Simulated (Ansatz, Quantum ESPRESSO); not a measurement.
SnO₂ (P4_2/mnm, 6 atoms in the cell) computed with different codes at matched settings

Zone-centre phonon calculation.

```xyz
6
Lattice="4.7400 0.0000 0.0000 0.0000 4.7400 0.0000 0.0000 0.0000 3.1900" Properties=species:S:1:pos:R:3 pbc="T T T"
Sn     0.0000     0.0000     0.0000
Sn     2.3700     2.3700     1.5950
O      1.4552     1.4552     0.0000
O      3.8252     0.9148     1.5950
O      0.9148     3.8252     1.5950
O      3.2848     3.2848     0.0000
```

Shared settings, as Ansatz (a quantum-chemistry and plane-wave program) writes them: kpoints.mp_grid.grid = 4 4 5; scf.occupations.method = fermi_dirac; scf.occupations.width = 0.01 eV. Potentials and cutoffs stand in the table.

```tsv
code	model	highest zone-centre frequency, without LO-TO term (cm⁻¹)	cutoff
Quantum ESPRESSO	LDA (PZ), GBRV 1.5 ultrasoft (LDA) pseudopotentials	749	40 Ry
Ansatz	LDA (PW92), default PAW files made with PBE	745	default
```

The spread over the programs that give each value: highest zone-centre frequency, without LO-TO term within 4.0 cm⁻¹.

The same LDA comes in different parametrisations, which differ slightly.

The starting cell has typed, rounded lattice constants, without a prior relaxation at this level.

Keys are those of Ansatz 0.2.
